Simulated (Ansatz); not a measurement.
TiO₂ (P4₂/mnm, No. 136, 12 atoms in the cell; start mp-1041565) was calculated with PBE0 (Ansatz, a first-principles code, PAW).

Numerical settings: plane-wave cutoff 460 eV, 6×6×6 k mesh, Fermi–Dirac smearing 0.01 eV, no spin polarisation, scalar-relativistic PAW data made under PBE.

Cell (relaxed with PBEsol):

```
CELL_PARAMETERS angstrom
     -2.93897     3.24645     3.24646
      2.93897    -3.24645     3.24646
      2.93897     3.24645    -3.24646
ATOMIC_POSITIONS crystal
  Ti 0.50003 0.75003 0.75000
  Ti 0.49997 0.24997 0.25000
  Ti 0.00000 0.00000 0.50000
  Ti 0.00000 0.50000 0.00000
  O  0.30444 0.30445 0.50001
  O  0.69556 0.69555 0.49999
  O  0.30444 0.80442 0.99999
  O  0.69556 0.19558 0.00001
  O  0.19555 0.24999 0.94556
  O  0.80445 0.75001 0.05444
  O  0.80442 0.24999 0.55444
  O  0.19558 0.75001 0.44556
```

Question: Predict the band gap.

Answer: 
band gap: 4.16 eV (on the SCF k mesh) (direct)

Note: cell and atoms aren't relaxed at this level (largest force component 0.14 eV/Å, pressure -1.0 GPa).

Static lattice: no zero-point or thermal effects.

Cost on a shared machine: roughly 20 core-minutes.

A start named mp-… is a Materials Project structure, which need not be a measured phase.
